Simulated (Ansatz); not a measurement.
Ansatz (a quantum-chemistry and plane-wave program) run on CuAu (P4mm, 2 atoms in the cell): relaxation of the atoms.

Method: PBEsol, default PAW files made with PBE (plane waves; Ansatz).

The change in words: one atom moved by 0.15 angstrom; relax: default → atoms; relax.f_tol: default → 0.2 eV/Å. Reference geometry:
```
CELL_PARAMETERS angstrom
      2.81400     0.00000     0.00000
      0.00000     2.81400     0.00000
      0.00000     0.00000     3.68835
ATOMIC_POSITIONS crystal
  Cu 0.00000 0.00000 0.00000
  Au 0.50000 0.50000 0.50000
```

Reference input (self-consistent single point, DFT, PBEsol, plane waves, default PAW files made with PBE): basis.ecutwfc = 420 eV; kpoints.mp_grid.grid = 12 12 9; hamiltonian.xc = pbesol; hamiltonian.pseudopotentials = {kind: paw} (the program's default PAW files); scf.occupations.method = fermi_dirac; scf.occupations.width = 0.1 eV. This run's input differs from it in these lines:

```diff
@@ -6,3 +6,3 @@
   atoms:
-    - { symbol: Cu, position: [0.000000, 0.000000, 0.000000] }
+    - { symbol: Cu, position: [0.000000, 0.000000, 0.040669] }
     - { symbol: Au, position: [0.500000, 0.500000, 0.500000] }
@@ -21,2 +21,4 @@
     width: 0.1 eV
+relax:
+  f_tol: 0.2
 output:
```

The program printed (abridged):

```
   [... SCF lines of the steps left out ...]
relax step   1: F+E_penalty+E_count = -19595.90833903 eV  Δ(F+E_penalty+E_count) = +0.000e0 eV  max|allowed force component| = 9.514e-1 eV/Å  Δτ_max = 0.0000 Å  (6 SCF iters, dr2 threshold 1.00e-4 eV, accepted)
relax step   2: F+E_penalty+E_count = -19595.97265457 eV  Δ(F+E_penalty+E_count) = -6.432e-2 eV  max|allowed force component| = 2.855e-1 eV/Å  Δτ_max = 0.0522 Å  (6 SCF iters, dr2 threshold 5.66e-5 eV, accepted)
relax step   3: F+E_penalty+E_count = -19595.97916279 eV  Δ(F+E_penalty+E_count) = -6.508e-3 eV  max|allowed force component| = 2.359e-3 eV/Å  Δτ_max = 0.0226 Å  (6 SCF iters, accepted)
the relaxation is at rest under the 8 symmetry operations that the run kept from its start: a minimum is not shown …
Free energy (F): -19595.979163 eV
Internal energy: -19595.957203 eV  (E = F + TS)
E sigma→0 (E₀):  -19595.968183 eV
Entropy (-TS):   -0.021960 eV (-10.980 meV/atom)
Fermi energy:    18.676563 eV
--- Forces (eV/Å), atoms counted from 1 ---
  atom   1  Cu    -0.00000000     0.00000000    -0.00243229
  atom   2  Au     0.00000000     0.00000000     0.00228489
--- Stress (GPa, compression-positive) ---
       -3.888394       0.000000       0.000000
        0.000000      -3.888394       0.000000
        0.000000       0.000000      -4.888974
  P = ⅓ Tr σ = -4.2219 GPa (-42.219 kbar)
  The stress holds the Pulay correction. Without it, at fixed plane waves, as pw.x and ABINIT print it: P = -4.2967 GPa
--- Relaxed structure (3 steps of the walk, 3 accepted, 0 SCFs on fresh bases) ---
  F+E_penalty+E_count = -19595.97916279 eV   max|allowed force component| = 2.359e-3 eV/Å
  atoms:
    - { symbol: Cu, position: [-6.8441007263228e-35, 0.0, 0.0203849999974138] }
    - { symbol: Au, position: [0.5, 0.5, 0.5202840000025861] }
```

The run converged.  The full log also holds: “iter 5 did not close the SCF: its close was put off for the readings that it lacked (scf_convergence_deferred on its scf_iter line)”.

Summary of the result:
- Free energy E − TS (on the zero of these files) = -19595.9792 eV
- Fermi level (on the code's own zero) = 18.68 eV
- Pressure = -4.22 GPa
- Largest force (vector length) = 0.002 eV/Å
- Relaxation steps = 3

The starting cell has typed, rounded lattice constants, without a prior relaxation at this level. Its lattice was rescaled by up to half a per cent. For this run, on top of that: one atom moved by 0.15 angstrom. Spin polarisation is off. The relaxation keeps the symmetry of its start, so its end need not be a minimum. Ansatz's pressure includes its estimate of the finite-basis (Pulay) stress.

Keys are those of Ansatz 0.2.
